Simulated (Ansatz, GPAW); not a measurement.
A GPAW input for a self-consistent single point of CdTe (P6_3mc, 4 atoms in the cell) (DFT LDA (Perdew-Wang 92), plane waves, GPAW PAW datasets LDA (gpaw-data 1.0.1)):

```python
from ase import Atoms
from ase.units import GPa
from gpaw import GPAW

atoms = Atoms(['Cd', 'Cd', 'Te', 'Te'],
              cell=[[4.540605, 0.000000, 0.000000],
                    [-2.270302, 3.932279, 0.000000],
                    [0.000000, 0.000000, 7.450381]],
              scaled_positions=[[0.333333, 0.666667, 0.000360],
                                [0.666667, 0.333333, 0.500360],
                                [0.333333, 0.666667, 0.374640],
                                [0.666667, 0.333333, 0.874640]],
              pbc=True)

calc = GPAW(mode={'name': 'pw', 'ecut': 600},
            xc='LDA',
            kpts={'size': (6, 6, 3), 'gamma': True},
            occupations={'name': 'fermi-dirac', 'width': 0.0},
            nbands=-6,
            convergence={'density': 1e-05, 'energy': 1e-05, 'bands': -4},
            symmetry={'symmorphic': False, 'tolerance': 0.0005},
            maxiter=100)

atoms.calc = calc

energy = atoms.get_potential_energy()
print('Energy (eV):', round(energy, 6))
forces = atoms.get_forces()
print('Forces (eV/Ang):')
print(forces.round(5))
stress = atoms.get_stress()
print('Stress (GPa, Voigt):', (stress / GPa).round(4))
```

Problem. Write the same calculation as an input for Ansatz (a first-principles code).

Solution. One input that does it (others would too):

Ansatz 0.2 input:
```yaml
# CdTe
crystal:
  lattice:
    - [4.540605, 0.000000, 0.000000]
    - [-2.270302, 3.932279, 0.000000]
    - [0.000000, 0.000000, 7.450381]
  atoms:
    - { symbol: Cd, position: [0.333333, 0.666667, 0.000360] }
    - { symbol: Cd, position: [0.666667, 0.333333, 0.500360] }
    - { symbol: Te, position: [0.333333, 0.666667, 0.374640] }
    - { symbol: Te, position: [0.666667, 0.333333, 0.874640] }
basis:
  ecutwfc: 30.9 Ry
kpoints:
  mp_grid: { grid: [6, 6, 3] }
hamiltonian:
  xc: lda
  pseudopotentials: { kind: paw }
scf:
  occupations: { method: fixed }
output:
  forces: true
  eigenvalues: true
  stress: true
```

Basis settings and potentials, where a program has them, do not carry over. This input uses DFT, LDA (PW92), plane waves, default PAW files made with PBE. LDA parametrisations can differ slightly between programs. Both were run: pressure -0.87 GPa in GPAW and -0.48 in Ansatz; gap on the mesh 0.622 eV in GPAW and 0.621 in Ansatz. Ansatz's pressure is the one without its finite-basis correction.

On Ansatz: the starting cell comes from a database of computed structures (which also holds hypothetical and non-ambient phases and stackings), without a prior relaxation at this level. For this run, on top of that: lattice scaled by 0.98. Spin-orbit coupling is off.

On GPAW: the starting cell comes from a database of computed structures (which also holds hypothetical and non-ambient phases and stackings), without a prior relaxation at this level. For this run, on top of that: lattice scaled by 0.98. Spin-orbit coupling is off.
